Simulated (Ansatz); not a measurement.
A self-consistent single point of Na₃Ga (P1, 4 atoms in the cell) with Ansatz (a quantum-chemistry and plane-wave program).

Computed with LDA (PW92), PAW files made with PBE (plane waves; Ansatz).

The change in words: atoms moved at random. Reference geometry:
```yaml
crystal:
  lattice:
    - [4.94161, 0.00000, 0.00000]
    - [0.00000, 4.94161, 0.00000]
    - [0.00000, 0.00000, 4.94161]
  atoms:
    - { symbol: Na, position: [0.50000, 0.00000, 0.50000] }
    - { symbol: Na, position: [0.00000, 0.50000, 0.50000] }
    - { symbol: Na, position: [0.50000, 0.50000, 0.00000] }
    - { symbol: Ga, position: [0.00000, 0.00000, 0.00000] }
```

Reference input (self-consistent single point, DFT, LDA (PW92), plane waves, PAW files made with PBE): basis.ecutwfc = 420 eV; kpoints.mp_grid.grid = 9 9 9; hamiltonian.xc = lda; hamiltonian.pseudopotentials = {kind: paw} (the program's default PAW files); scf.occupations.method = fermi_dirac; scf.occupations.width = 0.136 eV. This run's input differs from it in these lines:

Ansatz 0.2 input:
```diff
@@ -7,6 +7,6 @@
   atoms:
-    - { symbol: Na, position_ang: [2.470807, 0.000000, 2.470807] }
-    - { symbol: Na, position_ang: [0.000000, 2.470807, 2.470807] }
-    - { symbol: Na, position_ang: [2.470807, 2.470807, 0.000000] }
-    - { symbol: Ga, position_ang: [0.000000, 0.000000, 0.000000] }
+    - { symbol: Na, position_ang: [2.516374, 0.019085, 2.462921] }
+    - { symbol: Na, position_ang: [-0.032565, 2.493890, 2.455913] }
+    - { symbol: Na, position_ang: [2.460267, 2.417334, -0.016762] }
+    - { symbol: Ga, position_ang: [-0.002461, 0.011311, 0.039543] }
 basis:
```

Output (repeated stretches shortened):

```
SCF iter   1: F=—  HF=-8107.278455 eV  |F-HF|=—  |Δ(HF+E_count)|=         —  Δρ=3.27e-2  dr2=1.98e0  ethr=3.10e-3  ⟨swp⟩=5.5  Hψ=40078  notcnv=0
all-band conjugate gradients solve this SCF's bands
preconditioner: auto → Kerker (q_TF=auto, 2.270 Å⁻¹)
SCF iter   2: F=—  HF=-8106.717213 eV  |F-HF|=—  |Δ(HF+E_count)|=   5.61e-1  Δρ=1.19e-2  dr2=4.22e-1  ethr=3.10e-3  ⟨swp⟩=2.8  Hψ=17415  notcnv=0
   [... lines left out ...]
SCF iter   6: F=—  HF=-8106.514990 eV  |F-HF|=—  |Δ(HF+E_count)|=   2.68e-4  Δρ=2.77e-4  dr2=2.65e-4  ethr=3.36e-6  ⟨swp⟩=1.0  Hψ=9142  notcnv=0
SCF iter   7: F=—  HF=-8106.514939 eV  |F-HF|=—  |Δ(HF+E_count)|=   5.08e-5  Δρ=9.14e-5  dr2=1.29e-5  ethr=6.63e-7  ⟨swp⟩=2.0  Hψ=11233  notcnv=0
SCF iter   8: F=—  HF=-8106.514934 eV  |F-HF|=—  |Δ(HF+E_count)|=   5.53e-6  Δρ=2.10e-5  dr2=4.27e-7  ethr=3.22e-8  ⟨swp⟩=2.0  Hψ=12078  notcnv=0
SCF iter   9: F=-8106.514934 eV  HF=-8106.514934 eV  |F-HF|=6.57e-9  |Δ(HF+E_count)|=   9.92e-8  Δρ=5.00e-6  dr2=4.07e-8  ethr=2.50e-10  ⟨swp⟩=6.4  Hψ=42180  notcnv=0
SCF 1 converged in 9 iterations: F = -8106.514934 eV  dr2 = 4.07e-8
Free energy (F): -8106.514934 eV
Internal energy: -8106.401367 eV  (E = F + TS)
E sigma→0 (E₀):  -8106.458151 eV
Entropy (-TS):   -0.113567 eV (-28.392 meV/atom)
Fermi energy:    2.815989 eV
--- Forces (eV/Å), atoms counted from 1 ---
  atom   1  Na    -0.04817410    -0.04053748     0.00402002
  atom   2  Na     0.06333994     0.00202325     0.00792976
  atom   3  Na    -0.01578762     0.04610595     0.01830303
  atom   4  Ga     0.00061682    -0.00758637    -0.03024600
--- Stress (GPa, compression-positive) ---
       -2.084974      -0.001154      -0.008811
       -0.001154      -2.075934      -0.001554
       -0.008811      -0.001554      -2.082699
  P = ⅓ Tr σ = -2.0812 GPa (-20.812 kbar)
  The stress holds the Pulay correction. Without it, at fixed plane waves, as pw.x and ABINIT print it: P = -2.0849 GPa
```

The run converged in 9 iterations. Against the reference run the free energy rises by 1.1 meV/atom, the pressure hardly changes (-2.10 to -2.08 GPa) and the largest force goes from 0.000 to 0.064 eV/Å.

The starting cell comes from a database of computed structures (which also holds hypothetical and non-ambient phases and stackings), without a prior relaxation at this level. Its lattice was rescaled by a random factor within 2.5 % of one. For this run, on top of that: atoms moved at random. Ansatz's pressure includes its estimate of the finite-basis (Pulay) stress.

Cost on one core of a shared machine: roughly 2 min.
